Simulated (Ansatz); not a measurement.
Data:

```
Cu
1.0
    2.51650     0.00000     0.00000
    0.00000     2.51650     0.00000
    1.25825    -1.25825     1.80089
Cu
1
Direct
  0.00000   0.00000   0.00000
```

No spin polarisation.

The values are results of Ansatz (a quantum-chemistry and plane-wave program), r2SCAN, PAW, cutoff 500 eV, without spin-orbit coupling, not measurements. Settings: 32×32×32 k-points, 0.1 eV Fermi–Dirac smearing.

**Question.** What is the computed band gap?

**Answer.** Zero.

**Question.** Predict the mean in-plane stress (compression positive).

**Answer.** +0.8 GPa.

The cells carry an imposed strain or load. No phonon test of stability was made. All final runs are without spin polarisation. The cell was made from Cu in the fcc (Cu type) structure (space group Fm-3m, No. 225) by this change: biaxial strain −0.50 %, plane normal [001], relaxed out of plane.
